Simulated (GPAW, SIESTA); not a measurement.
A SIESTA input for a self-consistent single point of GaN (P6_3mc, 4 atoms in the cell) (DFT, GGA PBE, numerical atomic orbitals DZP, PseudoDojo PBE standard norm-conserving potentials (rewritten from UPF to PSML)):

```
# files in the folder: Ga.psml N.psml (PseudoDojo PBE standard)
SystemName  GaN
SystemLabel GaN

NumberOfAtoms                4
NumberOfSpecies              2
%block ChemicalSpeciesLabel
  1 31 Ga
  2 7 N
%endblock ChemicalSpeciesLabel
LatticeConstant              1.0 Ang
%block LatticeVectors
     3.057961000    0.000000000    0.000000000
    -1.528980000    2.648272000    0.000000000
     0.000000000    0.000000000    4.979110000
%endblock LatticeVectors
AtomicCoordinatesFormat      Bohr
%block AtomicCoordinatesAndAtomicSpecies
     2.889357599    1.668167926    4.695920700  1
    -0.000002259    3.336340857    9.400497822  1
     2.889357599    1.668167926    8.241666386  2
    -0.000002259    3.336340857    3.537089264  2
%endblock AtomicCoordinatesAndAtomicSpecies

XC.functional                GGA
XC.authors                   PBE
PAO.BasisSize                DZP
PAO.EnergyShift              0.01 Ry
MeshCutoff                   400 Ry
%block kgrid.MonkhorstPack
   10   0   0  0.0
    0  10   0  0.0
    0   0   5  0.0
%endblock kgrid.MonkhorstPack
OccupationFunction           FD
ElectronicTemperature        10 K

MaxSCFIterations             150
SCF.Mixer.Method             Broyden
SCF.Mixer.Weight             0.1
SCF.Mixer.History            8
SCF.DM.Tolerance             1.0E-05
Diag.ParallelOverK           true
WriteForces                  true
```

### Question
Translate this input to GPAW.

### Answer
One input that does it (others would too):

```python
from ase import Atoms
from ase.units import GPa
from gpaw import GPAW

atoms = Atoms(['Ga', 'Ga', 'N', 'N'],
              cell=[[3.057961, 0.000000, 0.000000],
                    [-1.528980, 2.648272, 0.000000],
                    [0.000000, 0.000000, 4.979110]],
              scaled_positions=[[0.666667, 0.333333, 0.499080],
                                [0.333333, 0.666667, 0.999080],
                                [0.666667, 0.333333, 0.875920],
                                [0.333333, 0.666667, 0.375920]],
              pbc=True)

calc = GPAW(mode={'name': 'pw', 'ecut': 900},
            xc='PBE',
            kpts={'size': (10, 10, 5), 'gamma': True},
            occupations={'name': 'fermi-dirac', 'width': 0.0},
            nbands=-4,
            convergence={'density': 1e-05, 'energy': 1e-05, 'bands': -2},
            symmetry={'symmorphic': False, 'tolerance': 0.0005},
            maxiter=120,
            txt='-')

atoms.calc = calc

energy = atoms.get_potential_energy()
print('Energy (eV):', round(energy, 6))
forces = atoms.get_forces()
print('Forces (eV/Ang):')
print(forces.round(5))
stress = atoms.get_stress()
print('Stress (GPa, Voigt):', (stress / GPa).round(4))
```

Basis, cutoffs, solver keys and any potentials are the target program's own. This input uses DFT PBE, plane waves, GPAW PAW datasets PBE (gpaw-data 1.0.1).

The starting cell comes from a database of computed structures (which also holds hypothetical and non-ambient phases and stackings), without a prior relaxation at this level. Its lattice was rescaled by a random factor within 2.5 % of one. For this run, on top of that: lattice scaled by 0.98.
